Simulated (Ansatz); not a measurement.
**Hypothetical Pm-3n BN: pressure series**

Take BN (space group Pm-3n, No. 223; a = 4.419 Å; a hypothetical phase, not in the database extracts checked) as the base.

Cell and atoms are relaxed at each pressure.

The values are results of Ansatz (a quantum-chemistry and plane-wave program) PBEsol, no spin-orbit coupling, not measurements.

| pressure (GPa) | volume per atom (Å³/atom) |
|---|---|
| -1 | 7.217 |
| 0 | 7.193 |
| 0.3 | 7.186 |
| 0.7 | 7.176 |
| 1.5 | 7.157 |
| 3 | 7.123 |
| 5 | ? |
| 7.5 | 7.023 |
| 10 | 6.971 |

Problem. Fit the third-order Birch–Murnaghan form P(V) = (3B₀/2)[(V₀/V)^(7/3) − (V₀/V)^(5/3)]·[1 + (3/4)(B₀′ − 4)((V₀/V)^(2/3) − 1)] (squares taken in P) to the rows shown and predict the withheld row.

Solution. Least squares on the printed values gives V₀ = 7.193 Å³/atom, B₀ = 300 GPa, B₀′ = 4.0; this predicts 7.078 Å³/atom, and the run gives 7.078 Å³/atom, in agreement.

Load acts through the strain it causes; cell and atoms are relaxed under it. Whether these cells are dynamically stable was not tested. Competing high-pressure phases were not computed.
